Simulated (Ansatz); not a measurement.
A free linear chain of Zn atoms, relaxed period 5.125 Å, atoms relaxed at each strain.

```
strain  energy (meV a period)  axial force (nN)
------  ---------------------  ----------------
-0.015                   +3.4             -0.14
+0.015                   +2.2             +0.10
```

Method: PBE (plane waves to 420 eV, PAW; Ansatz, a quantum-chemistry and plane-wave program). Mesh 1×1×58. No spin polarisation, so a magnetic state wasn't tested. One-dimensional cell, images about 11 Å apart. A hypothetical model. Only distortions within the start's symmetry and period were free. Pairing along the axis, which can open a gap, is among the distortions not tried. Buckling under compression is shut out by symmetry and the short period. Energies are free energies at a Fermi–Dirac width of 0.02 eV, from the unstrained cell.

Question: Work out the axial stiffness dF/dε in two ways.

Answer: From the forces: (+0.10 − (-0.14))/0.030 = 8.0 nN. From the energies: (E₊ + E₋)/(ε² c) = 0.0056 eV/(0.015² × 5.125 Å) = 4.86 eV/Å = 7.8 nN. The two agree to within 3 %.
